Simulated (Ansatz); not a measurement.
Base system: Ru in the hcp (Mg type) structure (space group P6_3/mmc, No. 194).

Space group P6₃/mmc (No. 194); a = b = 2.6919 Å, c = 4.2457 Å, α = β = 90.00°, γ = 120.00°

| atom | site | symmetry | x | y | z |
|---|---|---|---|---|---|
| Ru | 2d | -6m2 | 0.6667 | 0.3333 | 0.2500 |

Computed with DFT with PBEsol, PAW potentials and a 420 eV plane-wave cutoff in Ansatz (a quantum-chemistry and plane-wave program), spin-orbit coupling left out.

One change was made to it. Results:

The shortest interatomic distance shrinks by 0.092 Å, from 2.631 Å to 2.539 Å; the band gap is still zero.

**Question.** Which of these changes matches the shifts?
A) pressure 100 GPa
B) pressure 50 GPa
C) pressure 3 GPa

**Answer.** B, pressure 50 GPa. For comparison, the shortest interatomic distance in the other runs: pressure 3 GPa gives 2.624 Å; pressure 100 GPa gives 2.479 Å.

Load acts through the strain it causes; cell and atoms are relaxed under it. No phonon test of stability was made. Competing high-pressure phases were not computed. The final runs are not spin-polarised.
